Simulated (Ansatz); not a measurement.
Start from InAs in the zinc blende structure (space group F-43m, No. 216; a = 6.087 Å). Axes: x, y, z lie along the cube axes.

The values are results of PBEsol in Ansatz (plane waves to 420 eV, PAW, spin-orbit coupling left out), not measurements.

Base values:

- Pressure: 0.0 GPa
- Shortest interatomic distance: 4.981 bohr

Perturbation: the cell is compressed by 3.00 % along z with no lateral relaxation, atoms relaxed at fixed cell.

Task: Predict the new energy relative to the base, pressure and shortest interatomic distance.

Result: The energy rises by 6.4 meV/atom; the pressure (mean of the normal stresses, compression positive) goes from zero to 1.8 GPa; the shortest interatomic distance drops by 0.049 bohr, from 4.981 bohr to 4.932 bohr.

The cells carry an imposed strain or load. Stability against distortions was not tested. All final runs are without spin polarisation.

Ansatz is a program for electronic structure.
